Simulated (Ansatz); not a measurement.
Input and output of a self-consistent single point for MgMo6Se8 (P1, 15 atoms in the cell) (Ansatz, a quantum-chemistry and plane-wave program).

Method: LDA (PW92), default PAW files made with PBE (plane waves; Ansatz).

```
Mg(Mo3Se4)2
1.0
    6.80877     0.00000     0.00000
   -0.59500     6.83512     0.00000
   -0.50495    -0.17795     6.85819
Mg Mo Se
1 6 8
Cartesian
  5.95272   0.56595   0.02620
  3.31396   2.92741   5.25008
  2.34638   3.73668   1.60475
  2.35495   5.12010   3.98639
  3.34040   1.53310   2.89059
  4.62266   3.93730   3.12185
  1.08558   2.72631   3.73840
  4.55839   5.14575   5.37120
  1.20068   1.45372   1.46889
  5.45023   1.68560   4.34425
  0.27170   4.93835   2.52196
  3.62691   5.96744   1.80288
  2.11022   0.67453   5.03261
  1.05474   4.07439   5.93069
  4.64599   2.62595   0.92352
```

Reference input (self-consistent single point, DFT, LDA (PW92), plane waves, default PAW files made with PBE): basis.ecutwfc = 420 eV; kpoints.mp_grid.grid = 3 3 3; hamiltonian.xc = lda; hamiltonian.pseudopotentials = {kind: paw} (the program's default PAW files); scf.occupations.method = fermi_dirac; scf.occupations.width = 0.136 eV. This run's input differs from it in these lines:

Ansatz 0.2 input:
```diff
@@ -22,3 +22,3 @@
 basis:
-  ecutwfc: 420.0
+  ecutwfc: 210.0
 kpoints:
```

Log, with long lists cut:

```
SCF iter   1: F=—  HF=-74004.735143 eV  |F-HF|=—  |Δ(HF+E_count)|=         —  Δρ=3.45e-2  dr2=2.45e0  ethr=1.77e-3  ⟨swp⟩=5.1  Hψ=7383  notcnv=0  defer=20
all-band conjugate gradients solve this SCF's bands
preconditioner: auto → LDOS
SCF iter   2: F=—  HF=-74001.605445 eV  |F-HF|=—  |Δ(HF+E_count)|=    3.13e0  Δρ=1.81e-2  dr2=1.00e0  ethr=1.10e-3  ⟨swp⟩=2.1  Hψ=4075  notcnv=0  defer=28
   [... lines left out ...]
SCF iter   5: F=—  HF=-74000.708095 eV  |F-HF|=—  |Δ(HF+E_count)|=   2.31e-3  Δρ=2.09e-4  dr2=1.66e-4  ethr=3.71e-6  ⟨swp⟩=2.0  Hψ=2744  notcnv=0  defer=28
SCF iter   6: F=—  HF=-74000.708054 eV  |F-HF|=—  |Δ(HF+E_count)|=   4.13e-5  Δρ=6.07e-5  dr2=7.16e-6  ethr=7.49e-8  ⟨swp⟩=2.0  Hψ=2613  notcnv=0  defer=28
SCF iter   7: F=—  HF=-74000.708055 eV  |F-HF|=—  |Δ(HF+E_count)|=   1.21e-6  Δρ=1.44e-5  dr2=1.11e-6  ethr=3.23e-9  ⟨swp⟩=2.0  Hψ=2469  notcnv=0  defer=28
SCF iter   8: F=-74000.708055 eV  HF=-74000.708055 eV  |F-HF|=7.32e-8  |Δ(HF+E_count)|=   1.55e-7  Δρ=3.91e-6  dr2=8.82e-8  ethr=4.50e-11  ⟨swp⟩=9.7  Hψ=6622  notcnv=0
SCF 1 converged in 8 iterations: F = -74000.708055 eV  dr2 = 8.82e-8
Free energy (F): -74000.708055 eV
Internal energy: -74000.263152 eV  (E = F + TS)
E sigma→0 (E₀):  -74000.485603 eV
Entropy (-TS):   -0.444903 eV (-29.660 meV/atom)
Fermi energy:    11.055546 eV
--- Forces (eV/Å), atoms counted from 1 ---
  atom   1  Mg    -0.04219528     0.05228514     0.02435636
  atom   2  Mo     0.03070791     0.12469614     0.17766146
  atom   3  Mo    -0.12002352    -0.10813261    -0.29636854
  atom   4  Mo     0.14371862     0.32083293     0.18857726
  atom   5  Mo    -0.07471057    -0.29620633    -0.07650776
  atom   6  Mo     0.37384857     0.16449973     0.01945560
  atom   7  Mo    -0.27109338    -0.18159638    -0.06722529
  atom   8  Se    -0.33722974    -0.31477612    -0.39236584
   [... lines left out ...]
  atom  15  Se    -0.37265683     0.17445589     0.26295317
--- Stress (GPa, compression-positive) ---
       -6.727518       0.309054       0.007000
        0.309054      -6.899273       0.149591
        0.007000       0.149591      -7.159280
  P = ⅓ Tr σ = -6.9287 GPa (-69.287 kbar)
  The stress holds the Pulay correction. Without it, at fixed plane waves, as pw.x and ABINIT print it: P = -93.0867 GPa
```

The run converged in 8 iterations. Against the reference run the free energy goes up by 2.22 eV/atom, the pressure goes from -7.59 to -6.93 GPa and the largest force stays at 0.635 eV/Å.

The starting cell comes from a database of computed structures (which also holds hypothetical and non-ambient phases and stackings), without a prior relaxation at this level. Spin polarisation is off. Ansatz's pressure includes its estimate of the finite-basis (Pulay) stress. Without the estimate this run gives -93.09 GPa. The cutoff lies below the one recommended for these files.

Cost on one core of a shared machine: roughly 40 s.
